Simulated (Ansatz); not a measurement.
WC, response to strain

The parent structure is WC (space group P-6m2, No. 187; a = 2.922 Å, c = 2.846 Å; relaxed with 0.1 eV smearing). Axes: x lies along a and z along c of the hexagonal cell.

Strains are applied to the cell and any free atomic positions relax; under biaxial strain the out-of-plane vector relaxes too.

All numbers come from plane-wave PAW DFT at the PBE level (Ansatz, an electronic-structure program, 420 eV), no SOC.

Candidates:
(a) biaxial strain +1.50 %, plane normal [001], relaxed out of plane
(b) biaxial strain −1.00 %, plane normal [001], relaxed out of plane
(c) biaxial strain +0.50 %, plane normal [001], relaxed out of plane
(d) biaxial strain +3.00 %, plane normal [001], relaxed out of plane

Order them by out-of-plane strain, lowest first.

(d) biaxial strain +3.00 %, plane normal [001], relaxed out of plane (-1.01 %), (a) biaxial strain +1.50 %, plane normal [001], relaxed out of plane (-0.52 %), (c) biaxial strain +0.50 %, plane normal [001], relaxed out of plane (-0.18 %), (b) biaxial strain −1.00 %, plane normal [001], relaxed out of plane (+0.37 %)

No phonon test of stability was made. All final runs are without spin polarisation.
